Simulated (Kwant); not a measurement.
Model system: wire with a side stub in a Si two-dimensional gas. Effective mass 0.19 mₑ, grid spacing 3.3 nm, hard walls, nominal width 80 nm (25 grid rows, so walls 85.8 nm apart), one parabolic valley, scattering region 240 nm long along x; energies count from the band bottom; Fermi energy swept from 0.00024739 to 0.0029377 eV. Closed stub on one side, 100 nm wide and 110 nm deep.

Constants are typed, rounded textbook-type inputs, not results; the design itself was drawn at random and stands for no fabricated device.

Model: effective-mass tight-binding model on a square grid, one spin, coherent transport at 0 K (Kwant). Conductance is in e²/h.

### Question
How many channels do the leads carry at E = 1.69 meV?

### Answer
The hard-wall thresholds are n² ħ²π²/(2mW²) = n² × 0.269 meV with W = 85.8 nm. √(1.69/0.269) = 2.51, so 2.
